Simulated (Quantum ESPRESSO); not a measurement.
# Short convergence ladders for Al3Ni2 (P3m1, 5 atoms in the cell)

```
Al3Ni2
1.0
    4.00618     0.00000     0.00000
   -2.00309     3.46946     0.00000
    0.00000     0.00000     4.89550
Al Ni
3 2
Direct
  0.00000   0.00000   0.01021
  0.33333   0.66667   0.64808
  0.66667   0.33333   0.35192
  0.33333   0.66667   0.14657
  0.66667   0.33333   0.85343
```

Base method: LDA (PZ), PSlibrary PAW (LDA) pseudopotentials (plane waves; Quantum ESPRESSO 7.5).

Base settings: ecutwfc = 50 Ry; ecutrho = 300 Ry; occupations = smearing; smearing = fd; degauss = 0.0073499 Ry; potentials = {Al: Al.pz-n-kjpaw_psl.1.0.0.UPF, Ni: Ni.pz-n-kjpaw_psl.1.0.0.UPF}; K_POINTS = automatic 5 5 3 0 0 0; conv_thr = 1e-10 Ry; mixing_beta = 0.7.

The count of work is k-points × plane waves × bands × iterations; it is no time. Core times come from one kind of shared machine, to one figure; runs under 30 s give none.

**The k-point mesh**

Only quantities that move along the ladder and can be compared are tabulated.

| K_POINTS | free energy less the last step's (meV/atom) | pressure (GPa) | largest difference of a force vector from the last step's (eV/Å) | count of work / last | core time / last (rough) |
|---|---|---|---|---|---|
| automatic 2 2 1 0 0 0 | 160.38 | -8.58 | 0.488 | 0.0096 | – |
| automatic 2 2 2 0 0 0 | 7.14 | -7.38 | 0.305 | 0.022 | 0.1 |
| automatic 3 3 2 0 0 0 | -36.70 | -6.30 | 0.195 | 0.035 | 0.2 |
| automatic 5 5 3 0 0 0 | -13.68 | -5.82 | 0.039 | 0.058 | – |
| automatic 5 5 4 0 0 0 | 1.99 | -5.72 | 0.023 | 0.076 | 0.3 |
| automatic 14 14 10 0 0 0 | 0.00 | -5.75 | 0.000 | 1.0 | 1 |

Coarsest K_POINTS that holds the forces within 0.02 eV/Å: not settled: the last two steps still differ by 0.023 eV/Å, over half the tolerance, so the ladder does not show it.

Coarsest K_POINTS that holds the free energy within 5 meV/atom of the last step, with all finer ones: automatic 5 5 4 0 0 0, at 0.076 of the last step's count of work and about 0.3 of the last step's time; the step before is off by 14 meV/atom.

Coarsest K_POINTS that holds the pressure within 1 GPa of the last step, with all finer ones: automatic 3 3 2 0 0 0, at 0.035 of the last step's count of work and about 0.2 of the last step's time; the step before is off by 1.6 GPa.

**Shifted k-point meshes**

Only quantities that move along the ladder and can be compared are tabulated.

```csv
K_POINTS,free energy less the last step's (meV/atom),pressure (GPa),largest difference of a force vector from the last step's (eV/Å),count of work / last,core time / last (rough)
automatic 2 2 1 1 1 1,-119.48,-2.92,0.301,0.0056,–
automatic 3 3 2 1 1 1,18.34,-5.57,0.062,0.017,0.08
automatic 5 5 3 1 1 1,13.03,-5.69,0.038,0.077,0.2
automatic 12 12 9 1 1 1,0.00,-5.76,0.000,1.0,1
```

Coarsest K_POINTS that holds the pressure within 0.5 GPa of the last step, with all finer ones: automatic 3 3 2 1 1 1, at 0.017 of the last step's count of work and about 0.08 of the last step's time; the step before is off by 2.8 GPa.

Coarsest K_POINTS that holds the forces within 0.02 eV/Å: not settled: the last two steps still differ by 0.038 eV/Å, over half the tolerance, so the ladder does not show it.

Coarsest K_POINTS that holds the free energy within 5 meV/atom: not settled: the last two steps still differ by 13 meV/atom, over half the tolerance, so the ladder does not show it.

**The SCF threshold**

The mesh stays at the base's, so the ladder's end is converged at best in this setting alone.

Only quantities that move along the ladder and can be compared are tabulated.

| conv_thr | free energy less the last step's (meV/atom) | largest difference of a force vector from the last step's (eV/Å) | count of work / last |
|---|---|---|---|
| 0.0073 Ry | 7.18 | 0.271 | 0.35 |
| 7.3e-05 Ry | 0.12 | 0.045 | 0.47 |
| 1e-10 Ry | 0.00 | 0.000 | 0.82 |
| 7.3e-14 Ry | 0.00 | 0.000 | 1.0 |

Coarsest conv_thr that holds the forces within 0.02 eV/Å of the last step, with all finer ones: 1e-10 Ry; the step before is off by 0.045 eV/Å.

Coarsest conv_thr that holds the free energy within 2 meV/atom of the last step, with all finer ones: 7.3e-05 Ry; the step before is off by 7.2 meV/atom.

On the base run: the starting cell comes from a database of computed structures (which also holds hypothetical and non-ambient phases and stackings), without a prior relaxation at this level. Its lattice was rescaled by up to half a per cent. One atom was moved a little off its site on purpose. Spin polarisation is off. In the base run, with a pressure of about -6 GPa the cell is away from its equilibrium volume at this level. Without a gap this mesh is coarse (it stands for a supercell whose shortest vector is 15 Å).
